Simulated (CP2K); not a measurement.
A self-consistent single point of TiS (P-6m2, 2 atoms in the cell) with CP2K.

Method: PBEsol, GPW, DZVP-MOLOPT-SR-GTH basis, GTH-PBE potentials (GTH_POTENTIALS) (CP2K).

The change in words: lattice scaled by 0.98. Reference geometry:
```xyz
2
Lattice="3.2672 0.0000 0.0000 -1.6336 2.8295 0.0000 0.0000 0.0000 3.2171" Properties=species:S:1:pos:R:3 pbc="T T T"
Ti     1.6336     0.9431     0.0000
S      0.0000     0.0000     1.6085
```

Reference input (self-consistent single point, DFT PBEsol, GPW, DZVP-MOLOPT-SR-GTH basis, GTH-PBE potentials (GTH_POTENTIALS)): CUTOFF = 600 Ry; REL_CUTOFF = 40 Ry; SMEAR/METHOD = GAUSSIAN; SIGMA = 0.2 eV; KPOINTS/SCHEME = MONKHORST-PACK 12 12 10; GAMMA_CENTERED = T; XC_FUNCTIONAL = PBE:PBESOL; Ti/BASIS_SET = DZVP-MOLOPT-SR-GTH; Ti/POTENTIAL = GTH-PBE-q12; S/BASIS_SET = DZVP-MOLOPT-SR-GTH; S/POTENTIAL = GTH-PBE-q6; METHOD = GPW. This run's input differs from it in these lines:

```diff
@@ -67,4 +67,4 @@
     &CELL
-      ABC 3.26717000 3.26716981 3.21706000
-      ALPHA_BETA_GAMMA 90.00000000 90.00000000 120.00000192
+      ABC 3.20182700 3.20182630 3.15271900
+      ALPHA_BETA_GAMMA 90.00000000 90.00000000 119.99999691
       PERIODIC XYZ
@@ -72,4 +72,4 @@
     &COORD
-      Ti       1.63358663     0.94314972     0.00000000
-      S        0.00000000     0.00000000     1.60853000
+      Ti       1.60091527     0.92428674     0.00000000
+      S        0.00000000     0.00000000     1.57635950
     &END COORD
```

Output (repeated stretches shortened):

```
 SCF WAVEFUNCTION OPTIMIZATION

  Step     Update method      Time    Convergence         Total energy    Change
     1 NoMix/Diag. 0.20E+00      -     1.84461227       -68.9092629945 -6.89E+01
     2 Broy./Diag. 0.20E+00      -     0.00955429       -68.9951704488 -8.59E-02
     3 Broy./Diag. 0.20E+00      -     0.02532901       -68.6703929938  3.25E-01
     4 Broy./Diag. 0.20E+00      -     0.01127478       -68.3918238839  2.79E-01
     5 Broy./Diag. 0.20E+00      -     0.00211406       -68.3954873457 -3.66E-03
     6 Broy./Diag. 0.20E+00      -     0.00245196       -68.3935606653  1.93E-03
   [... 3 lines left out ...]
    10 Broy./Diag. 0.20E+00      -     0.00005448       -68.4003951263  7.30E-04
    11 Broy./Diag. 0.20E+00      -     0.00000727       -68.4003174753  7.77E-05
    12 Broy./Diag. 0.20E+00      -     0.00001518       -68.4002831706  3.43E-05
    13 Broy./Diag. 0.20E+00      -     0.00000057       -68.4003086521 -2.55E-05
  *** SCF run converged in    13 steps ***

  Overlap energy of the core charge distribution:               0.00000000000005
  Self energy of the core charge distribution:               -131.07863256861407
  Core Hamiltonian energy:                                     32.72874588140372
  Hartree energy:                                              39.54975170966455
  Exchange-correlation energy:                                 -9.59990335646680
  Smearing free energy correction:                             -0.00027031790334
  Fermi energy:                                                 0.44347172700505

  Total energy:                                               -68.40030865208581
  Total energy (extrapolated to sigma->0):                    -68.40017349313415

   [... lines left out ...]

 STRESS| Analytical stress tensor [bar]
 STRESS|                        x                   y                   z
 STRESS|      x        4.19870348223E+04  -8.71288622161E+00   2.62463543399E-08
 STRESS|      y       -8.71288622161E+00   4.19775446736E+04   2.86073936747E-08
 STRESS|      z        2.62463543399E-08   2.86073936747E-08   5.79636631708E+04
 STRESS| 1/3 Trace                                             4.73094142222E+04
```

The run converged in 13 iterations. Against the reference run the free energy drops by 2.1 meV/atom and the pressure goes from -4.99 to 4.73 GPa.

The starting cell comes from a database of computed structures (which also holds hypothetical and non-ambient phases and stackings), without a prior relaxation at this level. For this run, on top of that: lattice scaled by 0.98. Spin polarisation is off, so a magnetic state, if there is one, cannot be reached. Values carry the incompleteness of an atom-centred basis. The potentials were made for another functional than the one used. With a pressure of about 5 GPa the cell is away from its equilibrium volume at this level.

Cost on one core of a shared machine: roughly 2 min.
